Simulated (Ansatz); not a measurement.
Take CdSe in the wurtzite structure (space group P6_3mc, No. 186; a = 4.248 Å, c = 6.941 Å) as the base. Axes: x lies along a and z along c of the hexagonal cell.

Level of theory: LDA (Ansatz, a program for electronic structure, PAW, spin-orbit coupling left out).

For the base:

```
Quantity                Result
-------------  ---------------
Band gap               0.46 eV
Pressure              0.0 kbar
Electron mass  0.047 mₑ (at Γ)
```

Now apply this change: the cell is stretched by 1.80 % along x with no lateral relaxation, atoms relaxed at fixed cell.

Q: What happens to the band gap?

A: The band gap falls by 0.05 eV (0.46 eV → 0.41 eV).

Q: What happens to the pressure?

A: The pressure (mean of the normal stresses, compression positive) goes from zero to -9.9 kbar.

Q: What happens to the electron mass?

A: The electron mass becomes 0.046 mₑ along x, 0.043 mₑ across (at Γ) (base: 0.047 mₑ (at Γ)).

The cells carry an imposed strain or load. Masses are band curvatures over ±0.01 Å⁻¹ around the edge. Stability against distortions was not tested.
